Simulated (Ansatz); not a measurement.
Start from Nb in the bcc (W type) structure (space group Im-3m, No. 229; a = 3.273 Å; relaxed with 0.1 eV smearing). Axes: x, y, z lie along the cube axes.

Computed with DFT with PBEsol, PAW potentials and a 420 eV plane-wave cutoff in Ansatz (a first-principles code), scalar-relativistic without spin-orbit coupling.

Now apply this change: uniaxial strain ε_zz = −1.00 %, all other strain components held at zero, atoms relaxed at fixed cell.

### Question
Predict the stress tensor and what it implies for the stiffness.

### Answer
Stress of the strained cell less that of the base (GPa, compression positive):
```
    1.4     0.0     0.0
    0.0     1.4     0.0
    0.0     0.0     2.7
```

Then −Δσ_ii/ε with ε = -0.0100 gives relaxed-ion elastic constants: C33 ≈ 267 GPa, C13 ≈ 145 GPa and C23 ≈ 145 GPa.

Whether these cells are dynamically stable was not tested. The final runs are not spin-polarised.
